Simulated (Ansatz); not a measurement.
Base system: SnO in the litharge type structure (space group P4/nmm, No. 129; a = 3.837 Å, c = 4.759 Å; layered, stacked along the Cartesian z axis).

Calculations: PBE-D3(BJ) (Ansatz, an electronic-structure program, PAW, without spin-orbit coupling).

Base values:

- Volume per atom: 17.52 Å³
- c/a ratio: 1.240

It is then changed as follows: cell and atoms relaxed at a pressure of 4.2 GPa.

**Question.** How does this affect the volume per atom?

**Answer.** The volume per atom falls by 1.542 Å³ (17.52 Å³ → 15.97 Å³).

**Question.** How does this affect the c/a ratio?

**Answer.** The c/a ratio decreases by 0.053, from 1.240 to 1.187.

Load acts through the strain it causes; cell and atoms are relaxed under it. No phonon test of stability was made. The final runs are not spin-polarised.
